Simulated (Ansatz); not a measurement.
Base system: BP in the zinc blende structure (space group F-43m, No. 216; a = 4.536 Å). Axes: x, y, z lie along the cube axes.

Level of theory: DFT with r2SCAN, PAW potentials and a 500 eV plane-wave cutoff in Ansatz (a quantum-chemistry and plane-wave program), spin-orbit coupling left out, earlier PAW set.

For the base:

| Item | Result |
|---|---|
| Band gap | 1.41 eV |

One thing is altered: biaxial strain +1.63 %, plane normal [001], relaxed out of plane (Cartesian); in-plane vectors clamped, the third vector and the atoms free.

### Question
How does this affect the in-plane stress?

### Answer
The mean in-plane stress (compression positive) is -6.2 GPa.

### Question
Predict the new ratio −ε⊥/ε∥.

### Answer
The ratio −ε⊥/ε∥ comes out as 0.41.

### Question
What does the calculation give for the band gap after the change?

### Answer
The band gap drops by 0.32 eV, from 1.41 eV to 1.09 eV.

Gaps are Kohn–Sham eigenvalue differences; semilocal functionals usually give less than the measured gap. Stability against distortions was not tested.
